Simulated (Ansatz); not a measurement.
The parent structure is CsPbBr3 in the cubic perovskite structure (space group Pm-3m, No. 221; a = 5.770 Å). Axes: x, y, z lie along the cube axes.

Computed with plane-wave PAW DFT at the LDA level (Ansatz, an electronic-structure program, 420 eV), spin-orbit coupling left out.

Base values:

| Item | Value |
|---|---|
| Band gap | 1.17 eV |

Modification: tensor shear ε_xy = +1.67 % (engineering shear γ = 0.0334); the atoms relax in the strained cell.

What happens to the stress, band gap and energy relative to the base?

The stress (xx, yy, zz, yz, xz, xy; compression positive) is (0.00, 0.00, 0.00, 0.00, 0.00, -0.12) GPa; the band gap drops by 0.06 eV, from 1.17 eV to 1.11 eV; the energy increases by 0.5 meV/atom.

Spin-orbit coupling, missing from the scalar runs, can matter with Pb. Stability against distortions was not tested. Many cubic perovskites are stable only at high temperature; tilts and polar distortions were not tested. This is not the structure that CsPbBr3 has at room temperature and ambient pressure.
